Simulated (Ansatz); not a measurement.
## Response to strain in GaN

Take GaN in the wurtzite structure (space group P6_3mc, No. 186; a = 3.1826 Å, c = 5.1854 Å) as the base. Axes: x lies along a and z along c of the hexagonal cell.

Strains are applied to the cell and any free atomic positions relax; under biaxial strain the out-of-plane vector relaxes too.

Computed with Ansatz (a program for electronic structure), PBEsol, PAW, cutoff 420 eV, scalar-relativistic without spin-orbit coupling.

```json
[
 {"biaxial strain, plane normal [001], relaxed out of plane (%)": "0", "band gap (eV)": "1.88"},
 {"biaxial strain, plane normal [001], relaxed out of plane (%)": "1.2", "band gap (eV)": "1.75"},
 {"biaxial strain, plane normal [001], relaxed out of plane (%)": "1.8", "band gap (eV)": "1.67"},
 {"biaxial strain, plane normal [001], relaxed out of plane (%)": "2.4", "band gap (eV)": "?"},
 {"biaxial strain, plane normal [001], relaxed out of plane (%)": "3", "band gap (eV)": "1.51"}
]
```

Fit E_g = E₀ + Dε (ε in %) to the rows shown and predict the withheld row.

Least squares on the printed values gives E₀ = 1.89 eV, D = -124 meV per % of strain (largest residual 0.01 eV); this predicts 1.59 eV, and the run gives 1.59 eV, in agreement.

Whether these cells are dynamically stable was not tested.
